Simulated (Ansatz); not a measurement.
CdSe: pressure series

Base system: CdSe in the wurtzite structure (space group P6_3mc, No. 186; a = 4.302 Å, c = 7.021 Å).

Cell and atoms are relaxed at each pressure.

Level of theory: PBEsol, PAW, 420 eV (Ansatz, an electronic-structure program; no spin-orbit coupling).

```tsv
case	band gap	density	width of the top valence band
base	0.54 eV	5.65 g/cm³	1.75 eV
pressure −2 GPa	0.45 eV	5.41 g/cm³	1.62 eV
pressure −1 GPa	0.50 eV	5.53 g/cm³	1.69 eV
pressure 0.9 GPa	0.57 eV	?	1.80 eV
pressure 2.1 GPa	0.61 eV	5.86 g/cm³	1.87 eV
pressure 4.5 GPa	0.68 eV	6.08 g/cm³	1.99 eV
pressure 9 GPa	0.79 eV	6.42 g/cm³	2.19 eV
pressure 15 GPa	0.86 eV	6.81 g/cm³	2.42 eV
pressure 22.5 GPa	0.66 eV	?	2.88 eV
pressure 30 GPa	zero	7.78 g/cm³	–
```

Task: Some entries are withheld; estimate them.

Result: 
- pressure 0.9 GPa, density: 5.74 g/cm³
- pressure 22.5 GPa, density: 7.27 g/cm³

Load acts through the strain it causes; cell and atoms are relaxed under it. Whether these cells are dynamically stable was not tested. All final runs are without spin polarisation. Measured, CdSe leaves this structure (for rock salt) near 2.72 GPa (temperature not stated; as listed in Datta, Sujoy, Jana, Debnarayan, arXiv (2020)), on rising pressure, with hysteresis. Gaps under 0.05 eV, about the width of the smearing, are given as zero. The zero or small gap of CdSe under pressure 30 GPa can change with the level of theory.
